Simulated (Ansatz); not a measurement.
The parent structure is BaZrO3 in the cubic perovskite structure (space group Pm-3m, No. 221; a = 4.1806 Å). Axes: x, y, z lie along the cube axes.

Method: Ansatz (a program for electronic structure), PBEsol, PAW, cutoff 420 eV, spin-orbit coupling left out.

The change: the cell is stretched by 0.60 % along z with no lateral relaxation; the atoms relax in the strained cell.

Question: Predict the stress tensor and what it implies for the stiffness.

Answer: Stress of the strained cell less that of the base (GPa, compression positive):
```
  -0.49    0.00    0.00
   0.00   -0.49    0.00
   0.00    0.00   -1.88
```

Then −Δσ_ii/ε with ε = 0.0060 gives relaxed-ion elastic constants: C33 ≈ 313 GPa, C13 ≈ 81 GPa and C23 ≈ 81 GPa.

Whether these cells are dynamically stable was not tested.
